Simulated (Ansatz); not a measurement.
The parent structure is ZrB$_{2}$ (space group P6/mmm, No. 191; a = 3.155 Å, c = 3.506 Å; relaxed with 0.1 eV smearing).

The values are results of PBEsol (Ansatz, a quantum-chemistry and plane-wave program), scalar-relativistic without spin-orbit coupling, not measurements.

Base values:

The pressure is 0.0 GPa.

Perturbation: every lattice vector is stretched by 0.50 %, atoms relaxed at fixed cell.

What happens to the energy relative to the base?

The energy rises by 1.7 meV/atom.

Estimate the effect on the pressure.

The pressure (mean of the normal stresses, compression positive) goes from zero to -3.6 GPa.

The cells carry an imposed strain or load. No phonon test of stability was made. The final runs are not spin-polarised.
